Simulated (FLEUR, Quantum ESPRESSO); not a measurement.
A Quantum ESPRESSO input for a self-consistent single point of AlN (F-43m, 2 atoms in the cell) (DFT, PBE, plane waves, PseudoDojo standard norm-conserving (PBE) pseudopotentials):

```fortran
&CONTROL
    calculation = 'scf'
    prefix = 'scf'
    outdir = './work'
    pseudo_dir = './'
    tprnfor = .true.
    tstress = .true.
/
&SYSTEM
    ibrav = 2
    celldm(1) = 8.1256220249
    nat = 2
    ntyp = 2
    ecutwfc = 85
    occupations = 'smearing'
    smearing = 'fermi-dirac'
    degauss = 0.0036749
/
&ELECTRONS
    conv_thr = 1.0d-9
    mixing_beta = 0.3
/
ATOMIC_SPECIES
Al    26.9815  Al.upf
N     14.0070  N.upf
ATOMIC_POSITIONS {crystal}
Al    0.0000000000    0.0000000000    0.0000000000
N     0.7500000000    0.7500000000    0.7500000000
K_POINTS {automatic}
9 9 9  0 0 0
```

Translate this input to FLEUR.

One input that does it (others would too):

Input of the input generator:

```
AlN FLAPW
&input film=f /
-0.0000000000 4.0628110125 4.0628110125
4.0628110125 0.0000000000 4.0628110125
4.0628110125 4.0628110125 -0.0000000000
1.0
1.0 1.0 1.0

2
13 0.0000000000 0.0000000000 0.0000000000
7 0.7500000000 0.7500000000 0.7500000000

&comp jspins=1 /
&kpt div1=9 div2=9 div3=9 /
&end /
```

```xml
<?xml version="1.0" encoding="UTF-8" standalone="no"?>
<fleurInput fleurInputVersion="0.39">
   <comment>
      AlN FLAPW                                                                                           
   </comment>
   <calculationSetup>
      <cutoffs Kmax="4.5" Gmax="15.8" GmaxXC="15.8" numbands="0"/>
      <scfLoop itmax="80" minDistance="0.00001" maxIterBroyd="15" imix="Anderson" alpha="0.05" precondParam="0.0" spinf="2.0"/>
      <coreElectrons ctail="T" frcor="F" kcrel="0" coretail_lmax="0"/>
      <xcFunctional name="pbe" relativisticCorrections="F"/>
      <magnetism jspins="1"/>
      <soc l_soc="F" theta="0.0" phi="0.0" spav="F"/>
      <expertModes spex="0" secvar="F"/>
      <geometryOptimization l_f="T" forcealpha="1.0" forcemix="BFGS" epsdisp="0.00001" epsforce="0.00001"/>
      <ldaU l_linMix="F" mixParam="0.05" spinf="1.0"/>
   </calculationSetup>
   <cell>
      <bzIntegration valenceElectrons="8.0" mode="hist" fermiSmearingEnergy="0.00183747">
         <kPointListSelection listName="default-1"/>
         <!-- k-points included here -->
         <xi:include xmlns:xi="http://www.w3.org/2001/XInclude" href="kpts.xml"> </xi:include>
      </bzIntegration>
      <!-- symmetry operations included here -->
      <xi:include xmlns:xi="http://www.w3.org/2001/XInclude" href="sym.xml"> </xi:include>
      <bulkLattice scale="1.0">
         <bravaisMatrix>
            <row-1>    0.0000000000000000     4.0628110125000001     4.0628110125000001</row-1>
            <row-2>    4.0628110125000001     0.0000000000000000     4.0628110125000001</row-2>
            <row-3>    4.0628110125000001     4.0628110125000001     0.0000000000000000</row-3>
         </bravaisMatrix>
      </bulkLattice>
   </cell>
   <atomSpecies>
      <species name="Aluminum (Al)" element="Al" atomicNumber="13">
         <mtSphere radius="1.80" gridPoints="621" logIncrement="0.018"/>
         <atomicCutoffs lmax="8" lnonsphr="6"/>
         <electronConfig flipSpins="F">
            <coreConfig>(1s1/2) (2s1/2) (2p1/2) (2p3/2)</coreConfig>
            <valenceConfig>(3s1/2) (3p1/2) (3p3/2)</valenceConfig>
            <stateOccupation state="(3p1/2)" spinUp="0.1666666666667" spinDown="0.1666666666667"/>
            <stateOccupation state="(3p3/2)" spinUp="0.3333333333333" spinDown="0.3333333333333"/>
         </electronConfig>
         <energyParameters s="3" p="3" d="3" f="4"/>
      </species>
      <species name="Nitrogen (N)" element="N" atomicNumber="7">
         <mtSphere radius="1.56" gridPoints="539" logIncrement="0.02"/>
         <atomicCutoffs lmax="6" lnonsphr="4"/>
         <electronConfig flipSpins="F">
            <coreConfig>(1s1/2)</coreConfig>
            <valenceConfig>(2s1/2) (2p1/2) (2p3/2)</valenceConfig>
            <stateOccupation state="(2p1/2)" spinUp="0.5" spinDown="0.5"/>
            <stateOccupation state="(2p3/2)" spinUp="1.0" spinDown="1.0"/>
         </electronConfig>
         <energyParameters s="2" p="2" d="3" f="4"/>
      </species>
   </atomSpecies>
   <atomGroups>
      <atomGroup species="Aluminum (Al)">
         <relPos label="                   1">.0000000000 .0000000000 .0000000000</relPos>
         <force calculate="T" relaxXYZ="TTT"/>
      </atomGroup>
      <atomGroup species="Nitrogen (N)">
         <relPos label="                   2">-1.000/4.000 -1.000/4.000 -1.000/4.000</relPos>
         <force calculate="T" relaxXYZ="TTT"/>
      </atomGroup>
   </atomGroups>
   <output dos="F" band="F" slice="F">
      <checks vchk="F" cdinf="F"/>
      <bandDOS minEnergy="-.5*Htr" maxEnergy="0.5*Htr" sigma="0.015" storeEVData="T"/>
      <vacuumDOS vacdos="F" integ="F" star="F" nstars="0" locx1="0.0" locy1="0.0" locx2="0.0" locy2="0.0" nstm="0" tworkf="0.0"/>
      <unfoldingBand unfoldBand="F" supercellX="1" supercellY="1" supercellZ="1"/>
      <plotting iplot="0" polar="F">
         <plot TwoD="T" vec1="  1.0  0.0  0.0" vec2="  0.0  1.0  0.0" vec3="  0.0  0.0  1.0" zero="  0.0  0.0  0.0" file="plot"/>
      </plotting>
      <chargeDensitySlicing numkpt="0" minEigenval="0.0" maxEigenval="0.0" nnne="0" pallst="F"/>
      <specialOutput eonly="F"/>
      <magneticCircularDichroism mcd="F" energyLo="-10.0" energyUp="0.0"/>
   </output>
  <!-- We include the file relax.xml here to enable relaxations (see documentation) -->
  <xi:include xmlns:xi="http://www.w3.org/2001/XInclude" href="relax.xml"> <xi:fallback/> </xi:include>
</fleurInput>
```

Basis, cutoffs, solver keys and any potentials are the target program's own. This input uses DFT, PBE, all-electron FLAPW (FLEUR), scalar-relativistic valence. Both were run: gap on the mesh 3.541 eV in Quantum ESPRESSO and 3.550 in FLEUR.

On FLEUR: the starting cell comes from a database of computed structures (which also holds hypothetical and non-ambient phases and stackings), without a prior relaxation at this level. Its lattice was rescaled by a random factor within 2.5 % of one. For this run, on top of that: lattice scaled by 0.98. Values depend on the basis (sphere radii, cutoffs, local orbitals), which need not be converged.

On Quantum ESPRESSO: the starting cell comes from a database of computed structures (which also holds hypothetical and non-ambient phases and stackings), without a prior relaxation at this level. Its lattice was rescaled by a random factor within 2.5 % of one. For this run, on top of that: lattice scaled by 0.98. With a pressure of about 15 GPa the cell is away from its equilibrium volume at this level.
